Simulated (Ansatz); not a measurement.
An Ansatz (an electronic-structure program) run: AlOs with a change (biaxial strain −2.45 %, plane normal [001], relaxed out of plane); DFT with PBEsol, PAW potentials and a 420 eV plane-wave cutoff in Ansatz, scalar-relativistic without spin-orbit coupling.

Input:

Ansatz 0.2 input:
```yaml
crystal:
  lattice:
    - [2.9201190217, 0, 0]
    - [0, 2.9201190217, 0]
    - [0, 0, 3.0301286312]
  atoms:
    - { symbol: Al, position: [0, 0, 0] }
    - { symbol: Os, position: [0.5, 0.5, 0.5] }
basis: { ecutwfc: 420, ecutrho_ratio: 4, xc_grid: 2, fft_grid_basis: typed }
kpoints: { mp_grid: { grid: [19, 19, 19] } }
hamiltonian:
  xc: pbesol
  dispersion: none
  pseudopotentials: { kind: paw }
scf: { occupations: { method: fermi_dirac, width: 0.1 } }
relax: { f_tol: 0.005, max_steps: 50, cell: { stress_tol: 0.01, fix: [a, b, gamma] } }
output: { forces: true, stress: true }
checkpoint: { write: state.ck, write_every: 1000 }
```

Output (explanatory and most iteration lines left out):

```
Relaxation: its limit of steps is 50 (relax.max_steps)
Pseudopotential: Al, paw, valence charge 3
Pseudopotential: Os, paw, valence charge 16
Crystal: 2 atoms, lattice volume = 25.838 Å³
Basis set: ecut = 420 eV, 487 PW (Γ), exchange–correlation on 40×40×48 points (8 copies of the dense FFT grid, shifted against one another)
Bands: 14, of which v1, the nominal top of the filled ones, is band 10 counted from 1 (9 counted from 0)
Symmetry: 16 space group operations
Space group: P4/mmm (ITA 123), of the structure as read, at distance tolerance 3.0e-5 Å
k-points: 550 of 6859
Functional: x = pbesol(κ = 0.804, μ = 0.12345679012345678), c = pbesol(β = 0.046)
SCF iter   1: F=—  HF=-11776.291807 eV  |F-HF|=—  |Δ(HF+E_count)|=         —  Δρ=6.40e-3  dr2=6.71e-3  ethr=1.77e-3  ⟨swp⟩=4.6  Hψ=36879  notcnv=0
SCF iter   2: F=—  HF=-11776.291001 eV  |F-HF|=—  |Δ(HF+E_count)|=   8.06e-4  Δρ=3.70e-3  dr2=2.68e-3  ethr=3.53e-5  ⟨swp⟩=1.0  Hψ=12100  notcnv=0
SCF 1 converged in 6 iterations: F = -11776.290257 eV  dr2 = 2.08e-10
relax step   1: F+E_penalty+E_count = -11776.29025656 eV  Δ(F+E_penalty+E_count) = +0.000e0 eV  max|allowed force component| = 1.282e-29 eV/Å  Δτ_max = 0.0000 Å  P = +10.388 GPa  Ω = 25.838 Å³  fix = [a, b, gamma]  reactions: a +12.830, b +12.830 GPa  (6 SCF iters, dr2 threshold 1.00e-7 eV, accepted)
[... steps on the carried basis left out ...]
relax step   4: F+E_penalty+E_count = -11776.29647250 eV  Δ(F+E_penalty+E_count) = -3.243e-6 eV  max|allowed force component| = 2.288e-29 eV/Å  Δτ_max = 0.0000 Å  P = +6.423 GPa  Ω = 26.216 Å³  energy of the carried Pulay correction = -1.571e-4 eV  fix = [a, b, gamma]  reactions: a +9.633, b +9.633 GPa  (6 SCF iters, dr2 threshold 1.24e-8 eV, accepted)
Crystal: 2 atoms, lattice volume = 26.216 Å³
SCF iter   1: F=—  HF=-11776.296696 eV  |F-HF|=—  |Δ(HF+E_count)|=         —  Δρ=1.87e-4  dr2=2.25e-7  ethr=3.77e-9  ⟨swp⟩=3.2  Hψ=60168  notcnv=0
SCF iter   2: F=—  HF=-11776.296635 eV  |F-HF|=—  |Δ(HF+E_count)|=   6.09e-5  Δρ=9.32e-5  dr2=5.39e-8  ethr=1.18e-9  ⟨swp⟩=2.1  Hψ=9240  notcnv=0
SCF 5 converged in 6 iterations: F = -11776.296635 eV  dr2 = 3.86e-14
SCF converged after 6 iterations
Free energy (F): -11776.296635 eV
Internal energy: -11776.254901 eV  (E = F + TS)
E sigma→0 (E₀):  -11776.275768 eV
Entropy (-TS):   -0.041734 eV (-20.867 meV/atom)
Fermi energy:    18.083063 eV
--- Forces (eV/Å), atoms counted from 1 ---
  atom   1  Al    -0.00000000     0.00000000     0.00000000
  atom   2  Os     0.00000000    -0.00000000     0.00000000
--- Stress (GPa, compression-positive) ---
        9.634240       0.000000       0.000000
        0.000000       9.634240       0.000000
        0.000000       0.000000       0.008929
  P = ⅓ Tr σ = 6.4258 GPa (64.258 kbar)
--- Relaxed structure (4 steps of the walk, 4 accepted, 1 SCFs on fresh bases) ---
  cell:  # Å, volume = 26.2156 Å³
    - [2.9201190217, 0.0, 0.0]
    - [0.0, 2.9201190217, 0.0]
    - [0.0, 0.0, 3.0743870653326364]
  atoms:
    - { symbol: Al, position: [-7.310628824992316e-47, 7.498080846145966e-48, 0.0] }
    - { symbol: Os, position: [0.5, 0.5, 0.4999999999999999] }
```

Whether these cells are dynamically stable was not tested. All final runs are without spin polarisation. The cell was made from AlOs in the CsCl type structure (space group Pm-3m, No. 221; a cell from a computed database, its experimental status unchecked) by this change: biaxial strain −2.45 %, plane normal [001], relaxed out of plane.
